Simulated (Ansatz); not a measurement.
Base system: AlRu in the CsCl type structure (space group Pm-3m, No. 221; a = 2.955 Å; relaxed with 0.1 eV smearing).

Calculations: LDA (Ansatz, a program for electronic structure), spin-orbit coupling left out.

Base values:

The pressure comes out as 0.0 GPa.

The change: every lattice vector is shortened by 2.00 %; the atoms relax in the strained cell.

**Question.** What happens to the energy relative to the base?

**Answer.** The energy increases by 36 meV/atom.

**Question.** Predict the new pressure.

**Answer.** The pressure goes from zero to 16.0 GPa.

Stability against distortions was not tested. The final runs are not spin-polarised.
